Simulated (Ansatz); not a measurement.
# HgS in the rock salt structure (space group Fm-3m, No. 225; a model cell, its experimental status unchecked)

```yaml
crystal:
  lattice:
    - [0.00000, 2.72575, 2.72575]
    - [2.72575, 0.00000, 2.72575]
    - [2.72575, 2.72575, 0.00000]
  atoms:
    - { symbol: S, position: [0.00000, 0.00000, 0.00000] }
    - { symbol: Hg, position: [0.50000, 0.50000, 0.50000] }
```

Computed with PBEsol (Ansatz, a first-principles code; PAW; 420 eV plane waves; scalar-relativistic without spin-orbit coupling). Γ-centred 15×15×15 mesh, Fermi–Dirac width 0.05 eV.

| Item | Result |
|---|---|
| Volume per atom | 20.25 Å³ |
| Density | 9.54 g/cm³ |
| Band gap | zero |
| Total energy | -7276.518 eV/atom (σ→0; compares only within this code and set-up) |

Whether these cells are dynamically stable was not tested. All final runs are without spin polarisation. This is not the structure that HgS has at room temperature and ambient pressure.
